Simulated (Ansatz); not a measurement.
The starting structures come from a database of crystals and need not be the phases stable at ambient conditions.

 Where the default PAW files enter, the runs use the earlier of Ansatz's two default sets.

Tunnelling through a barrier is set by its complex band structure: the current falls as exp(−2κd) with the smallest κ.

Data:

```yaml
crystal:
  lattice:
    - [6.71510, 0.00000, 0.00000]
    - [0.00000, 6.71510, 0.00000]
    - [3.35755, -3.35755, 3.25682]
  atoms:
    - { symbol: Hf, position: [0.12500, 0.25000, 0.00000] }
    - { symbol: Hf, position: [0.25000, 0.37500, 0.50000] }
    - { symbol: Hf, position: [0.37500, 0.75000, 0.00000] }
    - { symbol: Hf, position: [0.75000, 0.12500, 0.50000] }
    - { symbol: Hf, position: [0.87500, 0.87500, 0.75000] }
    - { symbol: Hf, position: [0.62500, 0.62500, 0.25000] }
    - { symbol: N, position: [0.50000, 0.00000, 0.86634] }
    - { symbol: N, position: [0.00000, 0.13366, 0.63366] }
    - { symbol: N, position: [0.13366, 0.86634, 0.86634] }
    - { symbol: N, position: [0.86634, 0.50000, 0.63366] }
    - { symbol: N, position: [0.00000, 0.63366, 0.13366] }
    - { symbol: N, position: [0.50000, 0.00000, 0.36634] }
    - { symbol: N, position: [0.36634, 0.50000, 0.13366] }
    - { symbol: N, position: [0.63366, 0.36634, 0.36634] }
```

Space group of this cell: I-42d. The cell is strained (lengths along the current scaled by 0.97, ions clamped); by r2SCAN its mean pressure is 7.4 GPa.

Transport runs along the normal of the first two printed cell vectors, the (001) (indices of the unstrained crystal) plane of the conventional cell.

The gap is the functional's own. No spin-orbit coupling. Mid-gap values are interpolated on the energy grid.

Question: State the band gap and the smallest decay constant κ at mid-gap according to Ansatz (a quantum-chemistry and plane-wave program) with r2SCAN.

Answer: Gap 1.17 eV on a 10×10×10 mesh; κ = 0.178 1/Å, at the zone centre.
